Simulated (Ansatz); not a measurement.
Base system: TaS₂ in the CdI2 type structure (space group P-3m1, No. 164; a = 3.2774 Å, c = 5.5873 Å; layered, stacked along the Cartesian z axis; relaxed with 0.1 eV smearing). Axes: x lies along a and z along c of the hexagonal cell.

The values are results of PBEsol-D3(BJ) in Ansatz (plane waves to 420 eV, PAW, no SOC), not measurements.

Modification: the cell is stretched by 1.49 % along z with no lateral relaxation, atoms relaxed at fixed cell.

Task: What happens to the stress?

Result: The stress (xx, yy, zz, yz, xz, xy; compression positive) amounts to (-0.2, -0.2, -1.2, 0.0, 0.0, 0.0) GPa.

Task: Predict the new energy relative to the base.

Result: The energy goes up by 1.0 meV/atom.

The cells carry an imposed strain or load. Whether these cells are dynamically stable was not tested. All final runs are without spin polarisation. An odd electron count without spin: TaS2.

Ansatz is an electronic-structure program.
